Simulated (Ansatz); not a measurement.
Phonon-limited resistivity of Cu$_{3}$Ga (Pm-3m) against temperature in μΩ·cm, PBEsol, DFPT electron-phonon coupling, linearised Boltzmann equation (Ansatz, a first-principles code), harmonic crystal at a fixed cell.

| T | ρ |
|---|---|
| 50 K | 0.21 |
| 77 K | [?] |
| 100 K | [?] |
| 150 K | 2.0 |
| 200 K | 2.9 |
| 250 K | 3.8 |
| 273 K | 4.1 |
| 300 K | 4.6 |

**Question.** Fill in the missing entries.

**Answer.** 
- 77 K, ρ: 0.67
- 100 K, ρ: 1.11

A metal at this level (no band gap). Only scattering by harmonic phonons is included (no impurities, grain boundaries, electron-electron scattering or thermal expansion). Spin-orbit coupling is left out. The run warned that the eigensolver left some states short of its tolerance. Halving the electron mesh (24x24x24) moves the resistivity by up to 9 %. Smearing 0.20 eV; phonons on a 4x4x4 q mesh, which this run doesn't test and which matters most at low temperature.

Computed structure with no diffraction record at hand here (it may be known, metastable or hypothetical): Cu3Ga (Pm-3m).
